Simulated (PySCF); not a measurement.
PySCF 2.14.0, PBE/def2-tzvp, df: Ga(H)(I)2 ([I][GaH][I]), 4 atoms. The geometry is a generated start, not checked to be a minimum at this level.

* **task**: energy
* **method**: pbe
* **basis**: def2-tzvp
* **two-electron scheme**: density fitting
* **mol.max_memory**: 3000 MB
* **mf.max_cycle**: 100
* **mf.init_guess**: minao (default)
* **mf.conv_tol**: 1e-09 (default)
* **mf.grids.level**: 3 (default)
* **effective core potentials**: those of the basis set, past Kr
* **basis functions**: 154
* **grid points**: 74632

```xyz
4

Ga    -0.1761    -0.1022    -0.1117
H     -1.3430    -0.7796    -0.8557
I      0.2264     2.3436    -0.4124
I      1.2927    -1.4618     1.3799
```

With the defaults (mf.DIIS = CDIIS, mf.diis = true, mf.level_shift = 0, mf.damp = 0, mf.diis_start_cycle = 1, mf.diis_damp = 0, mf.diis_space = 8) it converges in 16 Fock builds. One run each on 2 threads, 1 BLAS thread, with these changes:
- mf.DIIS = EDIIS
- mf.diis_space = 5
- mf.damp = 0.3, mf.diis_start_cycle = 4
- mf.diis = false
- mf.damp = 0.7, mf.diis_start_cycle = 8
- mf.diis_space = 3
- mf.diis_space = 20
- mf.diis_damp = 0.3
- mf.level_shift = 1 Hartree

### Question
Which of these changes keep the SCF from converging, or lead it to another solution?

### Answer
No convergence: mf.DIIS = EDIIS; mf.diis = false (the run ends without SCF convergence in 100 cycles). The rest reach the solution of the defaults.

| setting | Fock builds | end |
|---|---|---|
| mf.diis_damp = 0.3 | 14 | same solution |
| the defaults | 16 | same solution |
| mf.damp = 0.7, mf.diis_start_cycle = 8 | 16 | same solution |
| mf.diis_space = 20 | 16 | same solution |
| mf.diis_space = 5 | 16 | same solution |
| mf.diis_space = 3 | 26 | same solution |
| mf.damp = 0.3, mf.diis_start_cycle = 4 | 44 | same solution |
| mf.level_shift = 1 Hartree | 53 | same solution |
| mf.DIIS = EDIIS | 101 | no convergence |
| mf.diis = false | 101 | no convergence |
